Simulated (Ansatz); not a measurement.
System: Nb₃W (model structure, started from the A15 type, Pm-3n, No. 223, 8 atoms in the cell). Method: r²SCAN (Ansatz, a quantum-chemistry and plane-wave program, PAW).

Settings: plane-wave cutoff 560 eV, 12×12×12 k mesh, Fermi–Dirac smearing 0.05 eV, no spin polarisation, scalar-relativistic PAW data made under PBE.

Cell (relaxed at this level):

```xyz
8
Lattice="5.2195 0.0000 0.0000 0.0000 5.2195 0.0000 0.0000 0.0000 5.2195" Properties=species:S:1:pos:R:3 pbc="T T T"
Nb     1.3049     0.0000     2.6097
Nb     3.9146     0.0000     2.6097
Nb     0.0000     2.6097     1.3049
Nb     0.0000     2.6097     3.9146
Nb     2.6097     1.3049     0.0000
Nb     2.6097     3.9146     0.0000
W      0.0000     0.0000     0.0000
W      2.6097     2.6097     2.6097
```

### Question
What does this level give for the bulk modulus?

### Answer

- bulk modulus: 202 GPa

Note: the run has no spin polarisation, so it can have missed a magnetic state; the bulk modulus is −V dP/dV from two relaxed cells at ±2 % in volume; the relaxation could raise the start's symmetry but not lower it, so the cell can be a saddle point.

Spin–orbit coupling is not included.

Computed values are for the static lattice.

A model structure was made by putting elements into a prototype or built by hand; it is no filed structure, need not be a known phase, and can be a saddle point held by its symmetry.
